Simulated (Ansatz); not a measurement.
# A computed series for BaTiO3: response to strain

The parent structure is BaTiO$_{3}$ in the cubic perovskite structure (space group Pm-3m, No. 221).

```
CELL_PARAMETERS angstrom
      4.01924     0.00000     0.00000
      0.00000     4.01924     0.00000
      0.00000     0.00000     4.01924
ATOMIC_POSITIONS crystal
  Ba 0.00000 0.00000 0.00000
  Ti 0.50000 0.50000 0.50000
  O  0.50000 0.00000 0.50000
  O  0.00000 0.50000 0.50000
  O  0.50000 0.50000 0.00000
```

Strains are applied to the cell and any free atomic positions relax.

Calculations: PBE (Ansatz, a program for electronic structure; PAW; 420 eV plane waves; scalar-relativistic without spin-orbit coupling).

Notes on the quantities. energy relative to the base: free energy F.

| isotropic strain (%) | energy relative to the base (meV/atom) |
|---|---|
| -3 | 59.5 |
| -2.4 | 37.2 |
| -1.8 | ? |
| -1.2 | 9.0 |
| -0.6 | 2.1 |
| 0 | 0.0 |

Problem. Fit ΔE = Aε² + Bε³ (ε in %) to the rows shown and predict the withheld row.

Solution. Least squares on the printed values gives A = 5.90 and B = -0.24 meV/atom (largest residual 0.1 meV/atom); this predicts 20.5 meV/atom, and the run gives 20.5 meV/atom, in agreement.

Whether these cells are dynamically stable was not tested. All final runs are without spin polarisation. Many cubic perovskites are stable only at high temperature; tilts and polar distortions were not tested. This is not the structure that BaTiO3 has at room temperature and ambient pressure.
